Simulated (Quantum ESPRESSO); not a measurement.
# Pressure against volume in zinc-blende AlN (space group 216) (Quantum ESPRESSO, LDA)

```yaml
crystal:
  lattice:
    - [0.00000, 2.10482, 2.10482]
    - [2.10482, 0.00000, 2.10482]
    - [2.10482, 2.10482, 0.00000]
  atoms:
    - { symbol: Al, position: [0.00000, 0.00000, 0.00000] }
    - { symbol: N, position: [0.75000, 0.75000, 0.75000] }
```

Level of theory: LDA (PZ), GBRV 1.5 ultrasoft (LDA) pseudopotentials (plane waves; Quantum ESPRESSO). Settings: ecutwfc = 52 Ry; ecutrho = 260 Ry; occupations = smearing; smearing = fermi-dirac; degauss = 0.000734986 Ry; potentials = {Al: al_lda_v1.uspp.F.UPF, N: n_lda_v1.2.uspp.F.UPF}; K_POINTS = automatic 13 13 13 0 0 0; conv_thr = 1e-10 Ry; mixing_beta = 0.4. The cell above is the first row's. The rows scale it uniformly. In all rows fractional positions and the k mesh are held.

| V (Å^3/atom) | P (GPa) |
|---|---|
| 9.325 | 24.70 |
| 9.528 | 18.43 |
| 9.730 | 12.74 |
| 9.933 | 7.58 |
| 10.136 | 2.91 |
| 10.339 | -1.34 |
| 10.541 | -5.19 |
| 10.744 | -8.68 |
| 10.947 | ? |

**Question.** Fit P against V with a cubic, and predict the withheld value at V = 10.947.

**Answer.** With u = V - 10.0, the rows have u = -0.6750, -0.4720, -0.2700, -0.0670, 0.1360, 0.3390, 0.5410, 0.7440. Least squares gives P = 5.985 - 23.4482·u + 5.7088·u² - 0.9342·u³. Residuals (row less fit): -0.001, 0.007, -0.011, -0.002, 0.011, 0.004, -0.012, 0.005; standard error 0.011 (degrees of freedom: 4). The fitted pressure is zero at V0 = 10.27, where dP/dV = -20.54, so B0 = -V0·dP/dV = 211 GPa. At the withheld row, u = 0.9470, so P = 5.985 - 23.4482 × 0.9470 + 5.7088 × 0.9470² - 0.9342 × 0.9470³ = -11.894 GPa. The calculation gives -11.85 GPa, 0.044 GPa above the prediction (0.1 % of the range of P in the table). The row lies outside the fitted rows, so this is an extrapolation. From the scatter of the fitted rows alone, a prediction at this place has a standard error of 0.029 GPa, so the miss is 1.5 times that.

Carrying the step between the two nearest rows on in a straight line would have given -12.17, off by 0.32; series whose last step already gives the withheld value aren't shown. The scan was laid around a cell of about the measured size, scaled by a guess for this functional. This is a metastable polymorph. The runs keep the symmetry of the cell, so they don't test it for distortions. Cutoffs and mesh are single choices, not tested for convergence of this quantity. Series with a scatter that would blur these digits, or in which a gap closes, are not shown.
